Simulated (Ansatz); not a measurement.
Hypothetical simple cubic Mo, pressure series

Start from Mo in the simple cubic structure (space group Pm-3m, No. 221; a hypothetical phase, not in the database extracts checked).

```
CELL_PARAMETERS angstrom
      2.56916     0.00000     0.00000
      0.00000     2.56916     0.00000
      0.00000     0.00000     2.56916
ATOMIC_POSITIONS crystal
  Mo 0.00000 0.00000 0.00000
```

Cell and atoms are relaxed at each pressure.

Method: Ansatz (an electronic-structure program) PBEsol, spin-orbit coupling left out.

Notes on the quantities. enthalpy: H = E + PV relative to the base's energy.

```json
[
 {"change": "base", "enthalpy": "–", "volume per atom": "16.96 Å³"},
 {"change": "pressure −2 GPa", "enthalpy": "-0.21 eV/atom", "volume per atom": "17.13 Å³"},
 {"change": "pressure −1 GPa", "enthalpy": "-0.11 eV/atom", "volume per atom": "(withheld)"},
 {"change": "pressure 0.3 GPa", "enthalpy": "+0.03 eV/atom", "volume per atom": "16.93 Å³"},
 {"change": "pressure 0.7 GPa", "enthalpy": "+0.07 eV/atom", "volume per atom": "16.90 Å³"},
 {"change": "pressure 1.5 GPa", "enthalpy": "+0.16 eV/atom", "volume per atom": "16.84 Å³"},
 {"change": "pressure 3 GPa", "enthalpy": "+0.32 eV/atom", "volume per atom": "16.72 Å³"},
 {"change": "pressure 5 GPa", "enthalpy": "+0.52 eV/atom", "volume per atom": "(withheld)"},
 {"change": "pressure 7.5 GPa", "enthalpy": "+0.78 eV/atom", "volume per atom": "16.40 Å³"},
 {"change": "pressure 10 GPa", "enthalpy": "+1.03 eV/atom", "volume per atom": "16.23 Å³"}
]
```

**Question.** Fill in the withheld entries from the trend.

**Answer.** 
- pressure −1 GPa, volume per atom: 17.04 Å³
- pressure 5 GPa, volume per atom: 16.57 Å³

Load acts through the strain it causes; cell and atoms are relaxed under it. Stability against distortions was not tested. No other phases were tried under pressure. All final runs are without spin polarisation.
